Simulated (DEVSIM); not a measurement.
**Si p+/n-/n+ power diode**

Structure: Si p+/n-/n+ power diode, at 300 K.

```tsv
layer (left to right)	material	thickness (μm)	Nd (cm⁻³)	Na (cm⁻³)	τn (s)	τp (s)
1	Si	1.40	-	3e18	0.00071	0.00071
2	Si	1.90	4.9e15	-	0.00071	0.00071
3	Si	1.40	1.3e18	-	0.00071	0.00071
```

Left contact: ohmic. Right contact: ohmic. Voltage is applied to the left contact. Recombination: SRH at mid-gap, Auger. Mobility is constant in doping.

Constants are typed, rounded textbook-type inputs, not results; the design itself was drawn at random and stands for no fabricated device. Values at 300 K.

```
parameter           Si
-------------  -------
gap (eV)         1.124
affinity (eV)     4.05
permittivity      11.7
Nc (cm⁻³)      2.86e19
Nv (cm⁻³)       3.1e19
μn (cm²/Vs)       1417
μp (cm²/Vs)        470
Cn (cm⁶/s)     2.8e-31
Cp (cm⁶/s)     9.9e-32
```

DEVSIM, 1D drift-diffusion, Boltzmann statistics, complete ionisation; no tunnelling, impact ionisation, image-force lowering or self-heating.

```
Property                                         Value
---------------------------------------------  -------
Potential step across the device at zero bias  0.984 V
Dark forward voltage at 1 A/cm²                0.687 V
Dark forward voltage at 100 A/cm²              0.807 V
```

Dark forward current:

```csv
V (V),J (A/cm²)
0.05,2.6e-11
0.10,1.7e-10
0.15,1.0e-9
0.20,6.8e-9
0.25,4.6e-8
0.30,3.2e-7
0.35,2.2e-6
0.40,1.5e-5
0.45,0.00010
0.50,0.00072
0.55,0.0050
0.60,0.034
0.65,0.24
0.70,1.6
0.75,11
0.80,76
0.85,490
0.90,2800
```

Dark reverse current:

| V (V) | J (A/cm²) |
|---|---|
| -2.00 | -6.5e-11 |
| -5.00 | -1.1e-10 |
| -10.00 | -1.7e-10 |
| -15.00 | -2.1e-10 |
| -20.00 | -2.2e-10 |
| -30.00 | -2.3e-10 |
